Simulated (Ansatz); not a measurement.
**Pressure series in Ge2Sb2Te5**

Take Ge2Sb2Te5 (space group P-3m1, No. 164) as the base.

```xyz
9
Lattice="4.2232 0.0000 0.0000 -2.1116 3.6574 0.0000 0.0000 0.0000 16.8708" Properties=species:S:1:pos:R:3 pbc="T T T"
Te     0.0000     0.0000     0.0000
Ge     2.1116     1.2191     1.6930
Ge     0.0000     2.4383    15.1778
Te     0.0000     2.4383     3.3498
Te     2.1116     1.2191    13.5210
Sb     0.0000     0.0000     5.3495
Sb     0.0000     0.0000    11.5214
Te     2.1116     1.2191     7.0704
Te     0.0000     2.4383     9.8004
```

Cell and atoms are relaxed at each pressure.

Level of theory: PBEsol/PAW in Ansatz (a first-principles code), no spin-orbit coupling.

```json
[
 {"variant": "base", "band gap": "0.14 eV", "volume per atom": "28.95 Å³"},
 {"variant": "pressure −1 GPa", "band gap": "0.33 eV", "volume per atom": "29.91 Å³"},
 {"variant": "pressure 0.9 GPa", "band gap": "zero", "volume per atom": "28.37 Å³"},
 {"variant": "pressure 2.1 GPa", "band gap": "zero", "volume per atom": "27.74 Å³"},
 {"variant": "pressure 4.5 GPa", "band gap": "zero", "volume per atom": "26.70 Å³"},
 {"variant": "pressure 9 GPa", "band gap": "zero", "volume per atom": "25.15 Å³"},
 {"variant": "pressure 15 GPa", "band gap": "zero", "volume per atom": "23.60 Å³"},
 {"variant": "pressure 22.5 GPa", "band gap": "zero", "volume per atom": "21.89 Å³"},
 {"variant": "pressure 30 GPa", "band gap": "zero", "volume per atom": "20.29 Å³"}
]
```

The mesh was chosen for an insulator and is coarse for the gapless case. From pressure 30 GPa on, the axis ratios lie over 15 % from the base's, so the cell there is far from its starting form. With Sb and Te present, leaving out spin-orbit coupling can change the band edges. Load acts through the strain it causes; cell and atoms are relaxed under it. Stability against distortions was not tested. No other phases were tried under pressure. The final runs are not spin-polarised. Gaps under 0.05 eV, about the width of the smearing, are given as zero. The zero or small gap of Ge2Sb2Te5 can change with the level of theory.
